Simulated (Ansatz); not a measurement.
We consider SnO2 (P4₂/mnm, No. 136, 6 atoms in the cell; start mp-550172), described by HSE06+SOC (Ansatz, a quantum-chemistry and plane-wave program, PAW).

Settings: plane-wave cutoff 460 eV, 6×6×8 k mesh (along the axes of the cell as run), Fermi–Dirac smearing 0.01 eV, PAW data made under PBE.

Cell (relaxed with PBEsol):

```
CELL_PARAMETERS angstrom
      4.76947     0.00000     0.00000
      0.00000     4.76945     0.00000
      0.00000     0.00000     3.21178
ATOMIC_POSITIONS crystal
  Sn 0.50000 0.50000 0.50000
  Sn 0.00000 0.00000 0.00000
  O  0.30625 0.30632 0.00000
  O  0.69375 0.69368 0.00000
  O  0.80625 0.19368 0.50000
  O  0.19375 0.80632 0.50000
```

Give the computed band gap.


- band gap = 2.76 eV (on the SCF k mesh) (direct)

Note: cell and atoms aren't relaxed at this level (largest force component 0.03 eV/Å, pressure -3.0 GPa).

The computed numbers hold no vibrational or temperature effects.

The result took about 50 core-minutes (a rough figure).

A start named mp-… is a Materials Project structure, which need not be a measured phase.
